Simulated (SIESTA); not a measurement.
**Several settings converged on BiS (Cm, 4 atoms in the cell)**

```xyz
4
Lattice="2.8329 -2.7905 0.0000 2.8329 2.7905 0.0000 -1.6500 0.0000 10.8706" Properties=species:S:1:pos:R:3 pbc="T T T"
Bi     0.5064     0.0000     3.7755
Bi     3.5094     0.0000     7.1451
S      3.5202     0.0000     4.1917
S      0.4955     0.0000     6.6789
```

Base method: LDA PW92, numerical atomic orbitals DZP, PseudoDojo LDA standard norm-conserving potentials (rewritten from UPF to PSML) run with SIESTA.

Base settings: XC.functional = LDA; XC.authors = PW92; potentials = PseudoDojo LDA standard; PAO.BasisSize = DZP; PAO.EnergyShift = 0.01 Ry; MeshCutoff = 350 Ry; kgrid.MonkhorstPack = 8 8 3; OccupationFunction = FD; ElectronicTemperature = 0.1 eV; MaxSCFIterations = 150.

Core times come from one kind of shared machine, to one figure; runs under 30 s give none.

**Shifted k-point meshes**

Only quantities that move along the ladder and can be compared are tabulated.

| kgrid.MonkhorstPack | free energy less the last step's (meV/atom) | pressure (GPa) | largest difference of a force vector from the last step's (eV/Å) | core time / last (rough) |
|---|---|---|---|---|
| 2 2 1 shifted by 0.5 0.5 0.5 | -32.63 | -1.43 | 0.743 | – |
| 3 3 2 shifted by 0.5 0.5 0.5 | 12.22 | -1.28 | 0.268 | 0.2 |
| 5 5 2 shifted by 0.5 0.5 0.5 | 8.27 | -1.03 | 0.127 | – |
| 7 7 3 shifted by 0.5 0.5 0.5 | 0.19 | -1.00 | 0.057 | 0.2 |
| 9 9 4 shifted by 0.5 0.5 0.5 | 0.02 | -1.04 | 0.017 | 0.2 |
| 11 11 4 shifted by 0.5 0.5 0.5 | -0.12 | -1.04 | 0.014 | 0.3 |
| 13 13 5 shifted by 0.5 0.5 0.5 | 0.10 | -1.05 | 0.007 | 0.4 |
| 22 22 8 shifted by 0.5 0.5 0.5 | 0.00 | -1.04 | 0.000 | 1 |

Coarsest kgrid.MonkhorstPack that holds the pressure within 0.2 GPa of the last step, with all finer ones: 5 5 2 shifted by 0.5 0.5 0.5; the step before is off by 0.23 GPa.

Coarsest kgrid.MonkhorstPack that holds the free energy within 5 meV/atom of the last step, with all finer ones: 7 7 3 shifted by 0.5 0.5 0.5, at about 0.2 of the last step's time; the step before is off by 8.3 meV/atom.

**The k-point mesh at a smearing width of 0.3 eV**

In this ladder: ElectronicTemperature = 0.3 eV.

Only quantities that move along the ladder and can be compared are tabulated.

| kgrid.MonkhorstPack | free energy less the last step's (meV/atom) | largest difference of a force vector from the last step's (eV/Å) | core time / last (rough) |
|---|---|---|---|
| 3 3 1 | -10.15 | 0.210 | – |
| 4 4 2 | -3.58 | 0.097 | 0.2 |
| 5 5 2 | -4.28 | 0.038 | 0.2 |
| 6 6 3 | -0.18 | 0.033 | 0.2 |
| 8 8 3 | 0.10 | 0.005 | 0.2 |
| 11 11 4 | 0.04 | 0.001 | 0.3 |
| 16 16 6 | 0.00 | 0.000 | 0.4 |
| 20 20 8 | 0.00 | 0.000 | 1 |

Coarsest kgrid.MonkhorstPack that holds the free energy within 1 meV/atom of the last step, with all finer ones: 6 6 3, at about 0.2 of the last step's time; the step before is off by 4.3 meV/atom.

Coarsest kgrid.MonkhorstPack that holds the forces within 0.02 eV/Å of the last step, with all finer ones: 8 8 3, at about 0.2 of the last step's time; the step before is off by 0.033 eV/Å.

**The width of Methfessel-Paxton smearing**

In this ladder: kgrid.MonkhorstPack = 13 13 5; OccupationFunction = MP; OccupationMPOrder = 1.

Narrow widths need finer meshes than wide ones, so the last steps can hold mesh noise.

Only quantities that move along the ladder and can be compared are tabulated; pressure and forces are left out, as mesh noise rules them at narrow widths.

```tsv
ElectronicTemperature	free energy less the last step's (meV/atom)	core time / last (rough)
1 eV	3.99	0.9
0.5 eV	2.94	1
0.3 eV	0.04	1
0.2 eV	-0.41	0.9
0.1 eV	-0.23	0.9
0.05 eV	0.00	1
```

Widest ElectronicTemperature that holds the free energy within 1 meV/atom of the last step, with all finer ones: 0.3 eV; the step before is off by 2.9 meV/atom.

On the base run: the starting cell comes from a database of computed structures (which also holds hypothetical and non-ambient phases and stackings), without a prior relaxation at this level. Its lattice was rescaled by up to half a per cent. One atom was moved a little off its site on purpose. Values carry the incompleteness of an atom-centred basis. The run gives no clean gap (levels at the Fermi energy touch, overlap or are partly filled at this smearing), which alone does not show that the compound is a metal.

Left out of this page: 2 runs of the series outside the window shown, repeating another row's setting, or not comparable.
